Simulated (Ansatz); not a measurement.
Input and output of a self-consistent single point for Ga₂O₃ (C2/m, 10 atoms in the cell) (Ansatz, an electronic-structure program).

Computed with PBE, PAW files (plane waves; Ansatz).

```yaml
crystal:
  lattice:
    - [6.13041, -1.52135, 0.00000]
    - [6.13041, 1.52135, 0.00000]
    - [-1.38191, 0.00000, 5.64131]
  atoms:
    - { symbol: Ga, position: [0.34116, 0.34116, 0.68527] }
    - { symbol: Ga, position: [0.65884, 0.65884, 0.31473] }
    - { symbol: Ga, position: [0.90953, 0.90953, 0.20521] }
    - { symbol: Ga, position: [0.09047, 0.09047, 0.79479] }
    - { symbol: O, position: [0.50353, 0.50353, 0.74334] }
    - { symbol: O, position: [0.49647, 0.49647, 0.25666] }
    - { symbol: O, position: [0.82663, 0.82663, 0.43677] }
    - { symbol: O, position: [0.17337, 0.17337, 0.56323] }
    - { symbol: O, position: [0.16450, 0.16450, 0.10915] }
    - { symbol: O, position: [0.83550, 0.83550, 0.89085] }
```

Reference input (self-consistent single point, DFT, PBE, plane waves, PAW files): basis.ecutwfc = 30.9 Ry; kpoints.mp_grid.grid = 7 7 4; hamiltonian.xc = pbe; hamiltonian.pseudopotentials = {kind: paw} (the program's default PAW files); scf.occupations.method = gaussian; scf.occupations.width = 0.0007 Ry. This run's input differs from it in these lines:

Ansatz 0.2 input:
```diff
@@ -18,3 +18,3 @@
 basis:
-  ecutwfc: 30.9 Ry
+  ecutwfc: 27.9 Ry
 kpoints:
```

The program printed (abridged):

```
SCF iter   1: F=—  HF=-18542.469698 eV  |F-HF|=—  |Δ(HF+E_count)|=         —  Δρ=1.22e-1  dr2=7.63e0  ethr=3.10e-3  ⟨swp⟩=5.1  Hψ=10681  notcnv=0  defer=1
all-band conjugate gradients solve this SCF's bands
preconditioner: auto → Resta (q_TF=auto, 2.648 Å⁻¹)
SCF iter   2: F=—  HF=-18540.509652 eV  |F-HF|=—  |Δ(HF+E_count)|=    1.96e0  Δρ=5.39e-2  dr2=1.44e0  ethr=3.10e-3  ⟨swp⟩=2.1  Hψ=6483  notcnv=0  defer=228
   [... lines left out ...]
SCF iter   7: F=—  HF=-18539.964149 eV  |F-HF|=—  |Δ(HF+E_count)|=   2.98e-4  Δρ=3.04e-4  dr2=7.87e-5  ethr=4.57e-7  ⟨swp⟩=2.0  Hψ=6014  notcnv=0  defer=228
SCF iter   8: F=—  HF=-18539.964195 eV  |F-HF|=—  |Δ(HF+E_count)|=   4.56e-5  Δρ=6.21e-5  dr2=3.17e-6  ethr=8.94e-8  ⟨swp⟩=2.0  Hψ=5549  notcnv=0  defer=228
SCF iter   9: F=—  HF=-18539.964198 eV  |F-HF|=—  |Δ(HF+E_count)|=   3.30e-6  Δρ=1.41e-5  dr2=1.82e-7  ethr=3.60e-9  ⟨swp⟩=2.0  Hψ=5533  notcnv=0  defer=228
SCF iter  10: F=-18539.964199 eV  HF=-18539.964199 eV  |F-HF|=2.58e-8  |Δ(HF+E_count)|=   2.50e-7  Δρ=7.08e-6  dr2=4.04e-8  ethr=1.14e-10  ⟨swp⟩=10.4  Hψ=14650  notcnv=0
SCF 1 converged in 10 iterations: F = -18539.964199 eV  dr2 = 4.04e-8
Free energy (F): -18539.964199 eV
Internal energy: -18539.964199 eV  (E = F + TS)
E sigma→0 (E₀):  -18539.964199 eV
Fermi energy:    9.265798 eV
--- Forces (eV/Å), atoms counted from 1 ---
  atom   1  Ga     0.02984757     0.00000000     0.03997496
  atom   2  Ga    -0.02984757    -0.00000000    -0.03997496
  atom   3  Ga     0.01102851    -0.00000000    -0.02060586
  atom   4  Ga    -0.01102851     0.00000000     0.02060586
  atom   5  O     -0.01223447    -0.00000000    -0.02626524
  atom   6  O      0.01223447     0.00000000     0.02626524
  atom   7  O      0.02191060    -0.00000000     0.01963352
  atom   8  O     -0.02191060     0.00000000    -0.01963352
  atom   9  O      0.17842293    -0.00000000     0.00273940
  atom  10  O     -0.17842293     0.00000000    -0.00273940
--- Stress (GPa, compression-positive) ---
        7.621257       0.000000       0.149822
        0.000000       8.036262      -0.000000
        0.149822      -0.000000       7.578668
  P = ⅓ Tr σ = 7.7454 GPa (77.454 kbar)
  The stress holds the Pulay correction. Without it, at fixed plane waves, as pw.x and ABINIT print it: P = 5.8455 GPa
```

The run converged in 10 iterations. Against the reference run the free energy rises by 10.4 meV/atom, the pressure stays at 7.75 GPa, the largest force stays at 0.178 eV/Å and the gap on the mesh hardly changes (2.357 to 2.354 eV).

The starting cell comes from a database of computed structures (which also holds hypothetical and non-ambient phases and stackings), without a prior relaxation at this level. Its lattice was rescaled by a random factor within 2.5 % of one. Ansatz's pressure includes its estimate of the finite-basis (Pulay) stress. Without the estimate this run gives 5.85 GPa. The cutoff lies below the one recommended for these files.
